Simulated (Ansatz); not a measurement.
ZrAg (model structure, Fm-3m, No. 225, 2 atoms in the cell)

These are LDA in Ansatz (PAW) values and carry that method's errors.

Numerical settings: plane-wave cutoff 520 eV, 18×18×18 k mesh, Fermi–Dirac smearing 0.05 eV, no spin polarisation, scalar-relativistic PAW data made under PBE.

Cell (relaxed at this level):

Space group Fm-3m (No. 225); a = b = c = 5.5304 Å, α = β = γ = 90.00°

```json
[
 {"atom": "Ag", "site": "4a", "symmetry": "m-3m", "x": "0.0000", "y": "0.0000", "z": "0.0000"},
 {"atom": "Zr", "site": "4b", "symmetry": "m-3m", "x": "0.5000", "y": "0.5000", "z": "0.5000"}
]
```
(The calculation used a cell of 2 atoms; values per cell refer to that cell.)

band gap: none
bulk modulus B0: 111 GPa

Note: the bulk modulus is −V dP/dV from two relaxed cells at ±2 % in volume; the relaxation could raise the start's symmetry but not lower it, so the cell can be a saddle point.

Spin–orbit coupling is not included.

Computed values are for the static lattice.

A model structure was made by putting elements into a prototype or built by hand; it is no filed structure, need not be a known phase, and can be a saddle point held by its symmetry.

Ansatz is a first-principles code.
